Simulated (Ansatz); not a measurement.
An Ansatz (a first-principles code) input (DFT with PBE, PAW potentials and a 420 eV plane-wave cutoff in Ansatz, no spin-orbit coupling):

Ansatz 0.2 input:
```yaml
crystal:
  lattice:
    - [3.1105037281, 0, 0]
    - [1.555251864, 2.6937752471, 0]
    - [0, 0, 5.0590486042]
  atoms:
    - { symbol: Si, position: [0.3333333333, 0.3333333333, 0.9995804605] }
    - { symbol: Si, position: [0.6666666667, 0.6666666667, 0.4995804605] }
    - { symbol: C, position: [0.3333333333, 0.3333333333, 0.3754195395] }
    - { symbol: C, position: [0.6666666667, 0.6666666667, 0.8754195395] }
basis: { ecutwfc: 420, ecutrho_ratio: 4, xc_grid: 2, fft_grid_basis: typed }
kpoints: { mp_grid: { grid: [12, 12, 7] } }
hamiltonian:
  xc: pbe
  dispersion: none
  pseudopotentials: { kind: paw }
scf: { occupations: { method: fermi_dirac, width: 0.05 } }
relax: { f_tol: 0.005, max_steps: 50, cell: { stress_tol: 0.01, fix: [a, b, gamma] } }
output: { forces: true, stress: true }
checkpoint: { write: state.ck, write_every: 1000 }
```

Task: Which symmetry and how many k-points will the program report, and about how many plane waves at Γ?

Result: Space group P63mc (ITA 186) with 12 operations, k-points 76 of 1008, and 833 plane waves at Γ.

Task: And the final pressure?

Result: -2.28 GPa (compression positive).

The cells carry an imposed strain or load. No phonon test of stability was made. The cell was made from SiC in the wurtzite structure (space group P6_3mc, No. 186) by this change: biaxial strain +0.60 %, plane normal [001], relaxed out of plane.
